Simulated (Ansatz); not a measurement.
Band-edge transport in semiconductors and insulators: compounds that share space group F-43m and stoichiometry, r2SCAN, rigid bands (Ansatz, a program for electronic structure); geometry: cell and atoms relaxed with PBEsol.

```tsv
Compound	volume per atom (Å³)	band gap	electron conductivity mass	Seebeck coefficient, n-type 1e19 cm⁻³
ZnS	19.2	___	___	-117 μV/K
SiC	10.3	___	0.30 mₑ	-248 μV/K
GaAs	22.6	1.00 eV	0.060 mₑ	-46 μV/K
CdSe	28.1	1.10 eV	0.107 mₑ	-68 μV/K
InP	25.4	1.11 eV	0.089 mₑ	___
BAs	13.5	1.36 eV	0.30 mₑ	-320 μV/K
BP	11.5	1.40 eV	0.32 mₑ	-336 μV/K
ZnSe	22.3	1.94 eV	0.136 mₑ	-83 μV/K
```

Q: Some entries are withheld; supply them.

A: 
- ZnS, band gap: 2.79 eV
- ZnS, electron conductivity mass: 0.21 mₑ
- SiC, band gap: 1.71 eV
- InP, Seebeck coefficient, n-type 1e19 cm⁻³: -59 μV/K

Masses are for dilute carriers at 300 K, harmonic means over directions unless an axis is named. Seebeck coefficients are for the stated density at 300 K, with one relaxation time for all states and whether or not that doping can be reached. Spin-orbit coupling is left out.
